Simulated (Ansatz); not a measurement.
Candidates (primitive cells; geometry: cell and atoms relaxed with PBE):
A. monolayer MoS₂, a = b = 3.1849 Å, c = 19.0123 Å, α = β = 90.00°, γ = 120.00°
B. monolayer WS2, a = 3.187 Å, b = 3.187 Å, c = 19.038 Å, α = 90.00°, β = 90.00°, γ = 120.00°
C. monolayer SnS, a = 4.0800 Å, b = 4.3156 Å, c = 18.8669 Å, α = β = γ = 90.00°

### Question
Put the candidates in order of electron conductivity mass, highest first, for HSE06, rigid bands (Ansatz, a first-principles code).

### Answer
A (0.41 mₑ), B (0.29 mₑ), C (0.21 mₑ)

Masses are for dilute carriers at 300 K, harmonic means over directions unless an axis is named. Spin-orbit coupling is left out.

The missing spin-orbit coupling matters most for monolayer WS2.
